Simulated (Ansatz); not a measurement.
# CrBr2 (C2/m, No. 12; cell taken from a computed entry)

Level of theory: r²SCAN in Ansatz (plane waves, PAW).

Numerical settings: plane-wave cutoff 560 eV, 10×10×6 k mesh (along the axes of the cell as run), Fermi–Dirac smearing 0.01 eV, spin-polarised start, scalar-relativistic PAW data made under PBE.

Cell: relaxed at this level.

```json
{
 "band_gap": "0.97 eV (on the SCF k mesh)",
 "Γ–Γ gap": "1.54 eV"
}
```

Note: the magnetic order was assumed, not searched for or taken from measurement; the cell comes from a level without a dispersion term, which matters for the spacing of layers, chains or molecules; the relaxation could not lower the start's symmetry, so the cell can be a saddle point above a distorted one; the cell has widely spaced layers and the level no dispersion term, so their spacing and the moduli can rest on weak binding.

Spin–orbit coupling is not included.

The computed numbers hold no vibrational or temperature effects.

Ansatz is an electronic-structure program.
